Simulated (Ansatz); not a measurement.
# Convergence test for Sr4Nb3PO14 (P1, 22 atoms in the cell)

```
Sr4Nb3PO14
1.0
    3.97349     0.00000     0.00000
    0.04255     5.62915     0.00000
    1.97050     0.86540    13.11981
Sr Nb P O
4 3 1 14
Cartesian
  1.98679   0.63648   5.29187
  3.99070   3.61684   7.63704
  2.12155   2.73672   1.29374
  4.01220   6.17311  12.07941
  3.99736   3.22987   4.15740
  1.98058   0.60843   8.86230
  2.00113   3.24434  11.44388
  0.31656   0.18005   1.81736
  1.83691   5.64998   1.63945
  3.97270   3.05461  11.77791
  3.89451   4.39851   2.34189
  1.97780   1.38259  10.81295
  4.00971   4.72447   5.16199
  1.98799   2.13530   7.89130
  2.01154   5.06403   7.39721
  3.96691   2.06425   5.57500
  3.82102   0.71025   0.45093
  1.99178   4.44242  12.88654
  3.98304   1.30157   2.84018
  2.00240   4.29001   9.99650
  1.99227   3.02434   3.85171
  4.00278   6.07114   9.11079
```

Method of the run: PBEsol, default PAW files made with PBE (plane waves; Ansatz, an electronic-structure program).

The starting cell comes from a database of computed structures (which also holds hypothetical and non-ambient phases and stackings), without a prior relaxation at this level. Its lattice was rescaled by a random factor within 2.5 % of one. In the base run, forces exceed 1 eV/Å. Ansatz's pressure includes its estimate of the finite-basis (Pulay) stress.

Held fixed: kpoints.mp_grid.grid = 4 3 1; hamiltonian.xc = pbesol; hamiltonian.pseudopotentials = {kind: paw} (the program's default PAW files); scf.occupations.method = fermi_dirac; scf.occupations.width = 0.01 eV.

ΔF is the free energy per atom less that of the last row (840 eV).

The first pressure column holds Ansatz's estimate of the finite-basis (Pulay) stress, which hides part of the cutoff error; the other is without it.

```csv
basis.ecutwfc,ΔF (meV/atom),pressure (GPa),largest force (eV/Å),gap on the mesh (eV),pressure at a fixed set of plane waves (GPa),plane waves,iterations
170 eV,9293.9,13.83,4.233,2.524,-285.32,1461,12
210 eV,3468.0,5.26,2.455,2.448,-143.53,2033,12
250 eV,1210.2,1.88,2.154,2.468,-63.79,2637,10
295 eV,345.8,1.32,1.618,2.504,-22.47,3395,10
335 eV,101.3,1.64,1.360,2.529,-7.13,4085,10
380 eV,21.4,1.74,1.317,2.528,-0.66,4915,10
420 eV,4.5,1.77,1.320,2.528,1.17,5761,10
485 eV,0.80,1.78,1.323,2.528,1.76,7123,10
545 eV,0.64,1.78,1.322,2.528,1.76,8485,10
630 eV,0.31,1.78,1.322,2.528,1.76,10517,10
735 eV,0.20,1.77,1.322,2.528,1.77,13313,10
840 eV,0.00,1.77,1.321,2.528,1.76,16221,10
```

Pressure within 0.05 GPa of the last row: from basis.ecutwfc = 380 eV on; the one before it is off by 0.14 GPa. The value it settles on is 1.77 GPa at this level of theory and with the other settings as held.

Largest force within 0.02 eV/Å of the last row: from basis.ecutwfc = 380 eV on; the one before it is off by 0.039 eV/Å. The value it settles on is 1.321 eV/Å at this level of theory and with the other settings as held.

Gaps are taken between levels on the mesh.

Keys are those of Ansatz 0.2.
